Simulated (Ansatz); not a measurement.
An armchair WS2 nanoribbon, N = 12, bare edges, relaxed period 5.494 Å, atoms relaxed at each strain.

| strain | energy (meV a period) | axial force (nN) |
|---|---|---|
| -0.015 | +91.8 | -3.59 |
| +0.015 | +84.6 | +3.27 |

These are PBE (plane waves to 420 eV, PAW; Ansatz, a first-principles code) values and carry that method's errors. Mesh 1×1×6. No spin polarisation, so a magnetic state wasn't tested. Isolated but for its images some 11 Å away. An idealised model, cut from the flat sheet. Symmetry and one short period hold its shape; lower forms weren't sought. Values not marked SOC lack spin–orbit coupling. Buckling under compression is shut out by symmetry and the short period. Energies are free energies at a Fermi–Dirac width of 0.02 eV, from the unstrained cell.

**Question.** Work out the axial stiffness dF/dε in two ways.

**Answer.** From the forces: (+3.27 − (-3.59))/0.030 = 229 nN. From the energies: (E₊ + E₋)/(ε² c) = 0.1764 eV/(0.015² × 5.494 Å) = 142.7 eV/Å = 229 nN. The two agree to within 1 %.
